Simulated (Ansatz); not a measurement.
For CaMoO4 (I4₁/a, No. 88), LDA in Ansatz (PAW) gives:

- lattice parameter a: 5.135 Å
- lattice parameter c: 11.065 Å
- enthalpy of formation: -2.851 eV/atom

Q: What does r²SCAN+rVV10 in Ansatz (plane waves, PAW) give for the same quantities?

A: 
- lattice constant a: 5.202 Å (rises by 1.3 %)
- lattice parameter c: 11.303 Å (increases by 2.2 %)
- formation enthalpy: -2.795 eV/atom (moves by +0.056 eV/atom)

Changes are worked out from the printed values.

Unless a cell is named, each level is at its own relaxed cell (LDA 12.16, r²SCAN+rVV10 12.75 Å³/atom).

Ansatz's density-functional and Hartree–Fock values are scalar-relativistic unless marked +SOC, with PAW data made under PBE.

Ansatz is a quantum-chemistry and plane-wave program.
